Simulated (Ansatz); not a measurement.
The parent structure is ZnS in the zinc blende structure (space group F-43m, No. 216; a = 5.2968 Å). Axes: x, y, z lie along the cube axes.

Computed with plane-wave PAW DFT at the LDA level (Ansatz, a quantum-chemistry and plane-wave program, 420 eV), spin-orbit coupling left out.

For the base:

The band gap is 2.13 eV. The electron mass is 0.17 mₑ (at Γ) and the pressure is -0.01 GPa.

Modification: uniaxial strain ε_zz = −2.00 %, all other strain components held at zero, atoms relaxed at fixed cell.

Problem. What happens to the band gap?

Solution. The band gap rises by 0.04 eV to 2.17 eV.

Problem. Estimate the effect on the electron mass.

Solution. The electron mass is still 0.17 mₑ (at Γ).

Problem. How does this affect the energy relative to the base?

Solution. The energy grows by 2.7 meV/atom.

Problem. Estimate the effect on the pressure.

Solution. The pressure (mean of the normal stresses, compression positive) goes up by 1.814 GPa, from -0.01 GPa to 1.81 GPa.

Effective masses come from finite differences of ±0.01 Å⁻¹. No phonon test of stability was made.
